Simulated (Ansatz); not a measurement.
Input:

```xyz
12
Lattice="4.5174 0.0000 0.0000 0.0000 4.5174 0.0000 0.0000 0.0000 5.9344" Properties=species:S:1:pos:R:3 pbc="T T T"
Si     1.5718     1.5718     0.0000
Si     3.8305     0.6869     4.4508
Si     0.6869     3.8305     1.4836
Si     2.9456     2.9456     2.9672
O      0.9879     0.8905     1.3476
O      3.2465     1.3682     3.1032
O      1.2708     3.1492     0.1360
O      3.5295     3.6269     4.3148
O      3.6269     3.5295     1.6196
O      1.3682     3.2465     2.8312
O      3.1492     1.2708     5.7984
O      0.8905     0.9879     4.5868
```

No spin polarisation.

Computed with PBE, PAW, 420 eV (Ansatz, a first-principles code; no SOC), earlier PAW set. k-mesh 5×5×4 (Γ-centred); smearing 0.05 eV (Fermi–Dirac).

What is the computed band gap?

5.96 eV.

Predict the hole mass.

1.9 mₑ along c, 1.4 mₑ across (at Γ).

Predict the gap character.

Direct at Γ.

What valence-band top at Γ (three highest levels, from the VBM) does the calculation give?

0.00, -1.02, -1.02 eV.

Load acts through the strain it causes; cell and atoms are relaxed under it. Masses are band curvatures over ±0.01 Å⁻¹ around the edge. Stability against distortions was not tested. Competing high-pressure phases were not computed. The cell was made from SiO2 (space group P4_12_12, No. 92) by this change: pressure 18 GPa.
